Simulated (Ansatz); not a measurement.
**A computed series for CaSi2: response to strain**

The parent structure is CaSi₂ (space group I4_1/amd, No. 141; a = 4.219 Å, c = 13.468 Å; a cell from a computed database, its experimental status unchecked). Axes: x, y, z lie along a, b, c of the conventional cell.

Strains are applied to the cell and any free atomic positions relax; under biaxial strain the out-of-plane vector relaxes too.

Method: PBEsol (Ansatz, an electronic-structure program), no spin-orbit coupling.

Notes on the quantities. energy relative to the base: free energy F; pressure: mean of the normal stresses, compression positive.

| change | energy relative to the base | pressure | shortest interatomic distance |
|---|---|---|---|
| base | 0 meV/atom | 0.0 GPa | 2.288 Å |
| biaxial strain −3.39 %, plane normal [001], relaxed out of plane | +18 meV/atom | 2.9 GPa | 2.281 Å |
| biaxial strain −2.91 %, plane normal [001], relaxed out of plane | +13 meV/atom | 2.5 GPa | 2.282 Å |
| biaxial strain +1.34 %, plane normal [001], relaxed out of plane | … | … | … |
| isotropic strain −1.50 % | +9.1 meV/atom | 3.5 GPa | 2.259 Å |

Q: Fill in the withheld entries from the trend.

A: 
- biaxial strain +1.34 %, plane normal [001], relaxed out of plane, energy relative to the base: +2.6 meV/atom
- biaxial strain +1.34 %, plane normal [001], relaxed out of plane, pressure: -1.0 GPa
- biaxial strain +1.34 %, plane normal [001], relaxed out of plane, shortest interatomic distance: 2.293 Å

Without a gap, meshes like the base's 16×16×16 leave anisotropic stresses uncertain by several tenths of a GPa, and small strain energies with them. Whether these cells are dynamically stable was not tested. All final runs are without spin polarisation.
